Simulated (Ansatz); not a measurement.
SiSe2 under a change: Si → Os

The parent structure is SiSe$_{2}$ (space group Ibam, No. 72; a = 6.3014 Å, b = 9.3016 Å, c = 5.8556 Å; made of chains).

One thing is altered: every Si is replaced by Os; the structure is relaxed again.

The values are results of DFT with PBEsol, PAW potentials and a 420 eV plane-wave cutoff in Ansatz (an electronic-structure program), no SOC, not measurements. Settings: 12×12×12 k-points, 0.05 eV Fermi–Dirac smearing, for the changed cell.

| quantity | base | changed | shift |
|---|---|---|---|
| volume per atom | 28.60 Å³ | 23.92 Å³ | -4.68 Å³ |
| density | 3.60 g/cm³ | 8.06 g/cm³ | +4.46 g/cm³ |
| shortest interatomic distance | 228.9 pm | 234.6 pm | +5.7 pm |
| band gap | 1.65 eV | zero | – |

Final structure:

```xyz
6
Lattice="-2.7201 4.7444 2.7806 2.7201 -4.7444 2.7806 2.7201 4.7444 -2.7806" Properties=species:S:1:pos:R:3 pbc="T T T"
Se     1.3915     3.4006     2.7806
Se     1.3286    -1.3438     2.7806
Se     1.3915     6.0882     0.0000
Se     1.3286     1.3438     0.0000
Os     0.0000     0.0000     4.1709
Os     0.0000     0.0000     1.3903
```

No phonon test of stability was made. As relaxed here, OsSe2 is a hypothetical phase, not in the database extracts checked. All final runs are without spin polarisation. No dispersion term is included in the PBEsol runs. OsSe2 has a high density of states at the Fermi level and may be magnetic at this level.
